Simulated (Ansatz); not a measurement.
MgAlNO (model structure, started from the AlSiCN type, P3m1, No. 156, 4 atoms in the cell)

All values below come from HSE06 in Ansatz (plane waves, PAW).

Settings: plane-wave cutoff 460 eV, 9×9×6 k mesh (along the axes of the cell as run), Fermi–Dirac smearing 0.01 eV, scalar-relativistic PAW data made under PBE.

Cell (relaxed with PBEsol):

```
AlMgNO
1.0
    3.17986     0.00000     0.00000
   -1.58993     2.75384     0.00000
    0.00000     0.00000     5.08311
Al Mg O N
1 1 1 1
Cartesian
  0.00000   1.83589   2.55534
  1.58993   0.91795   5.11670
  0.00000   1.83589   0.71809
  1.58993   0.91795   3.04683
```

For MgAlNO (model structure, started from the AlSiCN type, P3m1, No. 156, 4 atoms in the cell), the band gap is 4.73 eV (on the SCF k mesh).

Note: the relaxation could raise the start's symmetry but not lower it, so the cell can be a saddle point; cell and atoms aren't relaxed at this level (largest force component 0.09 eV/Å, pressure -1.4 GPa).

A model structure was made by putting elements into a prototype or built by hand; it is no filed structure, need not be a known phase, and can be a saddle point held by its symmetry.

Ansatz is a program for electronic structure.
